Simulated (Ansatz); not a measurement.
Take C in the diamond structure (space group Fd-3m, No. 227; a = 3.5538 Å) as the base.

The change: hydrostatic tension (pressure −1 GPa).

Levels (all Ansatz, a first-principles code, PAW): PBEsol (420 eV, no spin-orbit coupling); r2SCAN (500 eV, no spin-orbit coupling); HSE06 (420 eV, spin-orbit coupling left out).

At the geometry relaxed with PBEsol, these levels gave the following band gaps, in shuffled order: (a) 4.03 eV, (b) 4.37 eV, (c) 5.31 eV.

### Question
Match each gap to its level.

### Answer
(a) PBEsol; (b) r2SCAN; (c) HSE06.

Single points use the geometry relaxed with PBEsol. HSE06 gaps are upper bounds (no full band path). Load acts through the strain it causes; cell and atoms are relaxed under it. Stability against distortions was not tested.
